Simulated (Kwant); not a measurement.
Device: six-terminal Hall bar in a Si two-dimensional gas. Effective mass 0.19 mₑ, grid spacing 7.7 nm, hard walls, nominal width 200 nm (25 grid rows, so walls 200.2 nm apart), one parabolic valley, scattering region 520 nm long along x; energies count from the band bottom; Fermi energy 0.0022 eV. Four side probes 100 nm wide, two on each edge; current runs along x; the sign of the Hall resistance is a convention. Perpendicular field swept from 0.15181 to 3.097 T, also in the leads; orbital effect alone.

The device is made up for the run: typed textbook-type constants, with dimensions and the other settings drawn at random.

Model: effective-mass tight-binding model on a square grid, one spin, coherent transport at 0 K (Kwant). Resistances are in h/e².

How many Landau levels lie under the Fermi energy, and what Hall resistance follows, at 2.20 meV and 0.302 T; 2.20 meV and 1.30 T; 2.20 meV and 2.05 T; 2.20 meV and 2.80 T?

ħωc = ħeB/m = 0.609 meV a tesla; levels lie at (n + ½)ħωc. E/ħωc = 11.97 gives 12 levels and h/(12e²) = 0.083; simulated 0.088, off the plateau. E/ħωc = 2.78 gives 3 levels and h/(3e²) = 0.333; simulated 0.333. E/ħωc = 1.76 gives 2 levels and h/(2e²) = 0.500; simulated 0.500. E/ħωc = 1.29 gives 1 level and h/(1e²) = 1.000; simulated 1.000. The count is that of a wide sample; where the walls of bar or probes squeeze the orbits, it misses.
